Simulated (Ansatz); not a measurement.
Base system: SiC in the zinc blende structure (space group F-43m, No. 216; a = 4.3290 Å). Axes: x, y, z lie along the cube axes.

All numbers come from LDA (Ansatz, an electronic-structure program; PAW; 420 eV plane waves; without spin-orbit coupling).

Base values:

| Property | Result |
|---|---|
| Valley order | X along ⟨100⟩ 1.30 eV |
| Electron mass | 0.68 mₑ along k, 0.23 mₑ across (at X) |

It is then changed as follows: uniaxial strain ε_zz = +0.50 %, all other strain components held at zero, atoms relaxed at fixed cell.

**Question.** How does this affect the valley order and electron mass?

**Answer.** The valley order (the lowest conduction-band minima on the path, energy above the VBM, named in the base's zone) goes from X along ⟨100⟩ 1.30 eV to X along [010] 1.28 eV; X along [001] 1.32 eV; the electron mass goes from 0.68 mₑ along k, 0.23 mₑ across (at X) to 0.67 mₑ along k, 0.23 mₑ across (at X).

The levels and masses belong to the bands next to the band gap. Effective masses come from finite differences of ±0.01 Å⁻¹. Along k means along the line from Γ to the band edge. Stability against distortions was not tested.
